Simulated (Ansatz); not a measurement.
The reference is GaAs in the zinc blende structure (space group F-43m, No. 216).

```xyz
2
Lattice="0.0000 2.8334 2.8334 2.8334 0.0000 2.8334 2.8334 2.8334 0.0000" Properties=species:S:1:pos:R:3 pbc="T T T"
As     4.2500     4.2500     4.2500
Ga     0.0000     0.0000     0.0000
```

Cartesian axes are those of the cell as printed.

The values are results of r2SCAN (Ansatz, an electronic-structure program), no spin-orbit coupling, not measurements.

Strains are applied to the cell and any free atomic positions relax; under biaxial strain the out-of-plane vector relaxes too.

One change was made to it. Results:

```tsv
quantity	base	after
pressure (mean of the normal stresses, compression positive)	0.00 GPa	-0.79 GPa
volume per atom	22.75 Å³	23.00 Å³
```

Q: Which of these changes matches the shifts?
(A) biaxial strain +0.99 %, plane normal [001], relaxed out of plane
(B) biaxial strain +2.07 %, plane normal [110], relaxed out of plane
(C) biaxial strain −0.84 %, plane normal [001], relaxed out of plane
(D) uniaxial strain ε_xx = −1.08 %
(E) uniaxial strain ε_xx = −5.52 %

A: A, biaxial strain +0.99 %, plane normal [001], relaxed out of plane. For comparison, the pressure in the other runs: uniaxial strain ε_xx = −5.52 % gives 4.61 GPa; biaxial strain −0.84 %, plane normal [001], relaxed out of plane gives 0.72 GPa; biaxial strain +2.07 %, plane normal [110], relaxed out of plane gives -2.11 GPa; uniaxial strain ε_xx = −1.08 % gives 0.81 GPa.

A biaxial case was relaxed in a doubled cell and then solved in the primitive one. No phonon test of stability was made.
